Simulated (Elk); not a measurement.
A self-consistent single point of LaSi₂Ir₂ (I4/mmm, 5 atoms in the cell) with Elk.

Level of theory: LDA (PW92), all-electron FP-LAPW, Elk's shipped species files, LAPW+lo basis run with Elk.

```
La(SiIr)2
1.0
   -2.06493     2.06493     5.17361
    2.06493    -2.06493     5.17361
    2.06493     2.06493    -5.17361
La Si Ir
1 2 2
Direct
  0.00000   0.00000   0.00000
  0.62904   0.62904   0.00000
  0.37096   0.37096   0.00000
  0.25000   0.75000   0.50000
  0.75000   0.25000   0.50000
```

Reference input (self-consistent single point, DFT, PBEsol, all-electron FP-LAPW, Elk's shipped species files, LAPW+lo basis): xctype = 22; rgkmax = 8; stype = 0; swidth = 0.00999582 Ha; ngridk = 9 9 9; gmaxvr = 16 1/bohr; nxoapwlo = 1; rmtscf = 0.86. This run's input differs from it in these lines:

```diff
@@ -4,3 +4,3 @@
 xctype
-  22
+  3
```

Log, with long lists cut:

```
│ Self-consistent loop started │
│ Loop number : 1 │
 total energy                :     -44779.2722266
│ Loop number : 2 │
 total energy                :     -44779.6114918
RMS change in Kohn-Sham potential (target) :   0.9536727232E-01 (  0.1000000000E-05)
Absolute change in total energy (target)   :   0.3392651875     (  0.1000000000E-03)
│ Loop number : 3 │
 total energy                :     -44779.3959699
RMS change in Kohn-Sham potential (target) :   0.9425809217E-01 (  0.1000000000E-05)
Absolute change in total energy (target)   :   0.1307055368     (  0.1000000000E-03)
│ Loop number : 4 │
   [... lines left out ...]
Absolute change in total energy (target)   :   0.5728817487E-03 (  0.1000000000E-03)
│ Loop number : 15 │
 total energy                :     -44765.6958577
RMS change in Kohn-Sham potential (target) :   0.7443373792E-07 (  0.1000000000E-05)
Absolute change in total energy (target)   :   0.1804816275E-03 (  0.1000000000E-03)
│ Loop number : 16 │
 total energy                :     -44765.6958495
RMS change in Kohn-Sham potential (target) :   0.2077328529E-07 (  0.1000000000E-05)
Absolute change in total energy (target)   :   0.5330083513E-04 (  0.1000000000E-03)
Convergence targets achieved

│ Loop number : 17 │

Energies :
 Fermi                       :     0.449941069398
 total energy                :     -44765.6958445

Density of states at Fermi energy :    49.33903405
 (states/Hartree/unit cell)

Estimated indirect band gap :   0.1823659171E-02
 from k-point     14 to k-point      5
Estimated direct band gap   :   0.2328633150E-01
 at k-point     11

Charges :
 core                        :    162.0000000
 valence                     :    77.00000000
 interstitial                :    11.83092617
 muffin-tins (core leakage)
  species :    1 (La)
   atom    1                 :    53.63617761     (  0.1858241714E-02)
  species :    2 (Si)
   atom    1                 :    11.52822580     (  0.6550474932E-02)
   atom    2                 :    11.52822580     (  0.6550474932E-02)
  species :    3 (Ir)
   atom    1                 :    75.23822231     (  0.1785595356E-02)
   atom    2                 :    75.23822231     (  0.1785595356E-02)
 total in muffin-tins        :    227.1690738
 total calculated charge     :    238.9723598
 total charge                :    239.0000000
 error                       :   0.2764022864E-01

│ Self-consistent loop stopped │
```

The run converged in 17 iterations. The count includes the last loop, which Elk runs after its targets are met. 

The starting cell comes from a database of computed structures (which also holds hypothetical and non-ambient phases and stackings), without a prior relaxation at this level. Spin-orbit coupling is off. Spin polarisation is off. Values depend on the basis (sphere radii, cutoffs, local orbitals), which need not be converged. The log's line on a gap gives a spacing of levels on this mesh, which the program prints for metals too.

Cost on one core of a shared machine: roughly 4 min.
